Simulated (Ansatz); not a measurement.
System: CuI (P-3m1, No. 164, 4 atoms in the cell; start mp-570081; a measured phase of this formula has another space group). Method: LDA in Ansatz (PAW).

Settings: plane-wave cutoff 520 eV, 12×12×6 k mesh (along the axes of the cell as run), Fermi–Dirac smearing 0.01 eV, no spin polarisation, scalar-relativistic PAW data made under PBE.

Cell (relaxed at this level):

```
CuI
1.0
    4.00753     0.00000     0.00000
   -2.00376     3.47062     0.00000
    0.00000     0.00000     7.01477
Cu I
2 2
Direct
  0.66667   0.33333   0.59427
  0.33333   0.66667   0.40573
  0.33333   0.66667   0.76728
  0.66667   0.33333   0.23272
```

Predict the band gap.


- band gap = 1.57 eV (on the SCF k mesh)

Note: the relaxation could not lower the start's symmetry, so the cell can be a saddle point above a distorted one.

Spin–orbit coupling is not included; with these elements it can move the gap by several tenths of an eV or more.

Static lattice: no zero-point or thermal effects.

Computing time: around 2.8 core-minutes (rough).

A start named mp-… is a Materials Project structure, which need not be a measured phase.

Ansatz is a quantum-chemistry and plane-wave program.
